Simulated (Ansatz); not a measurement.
Start from KTaO3 in the cubic perovskite structure (space group Pm-3m, No. 221).

```cif
data_KO3Ta
_chemical_formula_sum 'K1 Ta1 O3'
_space_group_name_H-M_alt 'P 1'
_space_group_IT_number 1
_cell_length_a 3.99013
_cell_length_b 3.99013
_cell_length_c 3.99013
_cell_angle_alpha 90.000
_cell_angle_beta 90.000
_cell_angle_gamma 90.000
loop_
_space_group_symop_operation_xyz
  'x, y, z'
loop_
_atom_site_label
_atom_site_type_symbol
_atom_site_fract_x
_atom_site_fract_y
_atom_site_fract_z
_atom_site_occupancy
K1 K 0.00000 0.00000 0.00000 1
Ta1 Ta 0.50000 0.50000 0.50000 1
O1 O 0.00000 0.50000 0.50000 1
O2 O 0.50000 0.50000 0.00000 1
O3 O 0.50000 0.00000 0.50000 1
```

The other end (x = 1) is KTaS3 in the cubic perovskite structure (space group Pm-3m, No. 221; a hypothetical phase, not in the database extracts checked): 22.69 Å³/atom, gap zero; this end may not be an ambient phase.

All numbers come from r2SCAN (Ansatz, a quantum-chemistry and plane-wave program; PAW; 500 eV plane waves; no SOC).

S replaces a fraction x of O; each row is one arrangement (x, atoms in the cell, starting space group or random), fully relaxed.

One change was made to it. Results:

| quantity | base | after |
|---|---|---|
| band gap | 2.63 eV | zero |
| shortest interatomic distance | 1.995 Å | 1.936 Å |
| mixing energy (to 0.01 eV only: unlike meshes or grids) (against an end that may be hypothetical) | – | +0.01 eV/atom |

Which of these changes matches the shifts?
A) x(S) = 0.667, 10 atoms, Amm2
B) x(S) = 0.833, 10 atoms, Cmmm
C) x(S) = 0.333, 10 atoms, Pmma

B, x(S) = 0.833, 10 atoms, Cmmm. For comparison, the mixing energy in the other runs: x(S) = 0.333, 10 atoms, Pmma gives +0.08 eV/atom; x(S) = 0.667, 10 atoms, Amm2 gives +0.07 eV/atom.

Each cell is one ordered arrangement of few atoms, which overstates ordering effects compared with a random alloy. With Ta present, leaving out spin-orbit coupling can change the band edges. No phonon test of stability was made. No Hubbard U is applied, and correlation can decide whether such a compound is a metal. All final runs are without spin polarisation. Under x(S) = 0.667, 10 atoms, Amm2 the cell changed shape so far that it is another structure. Gaps under 0.05 eV, about the width of the smearing, are given as zero. The zero or small gap of K2Ta2S5O and KTaSO2 can change with the level of theory.
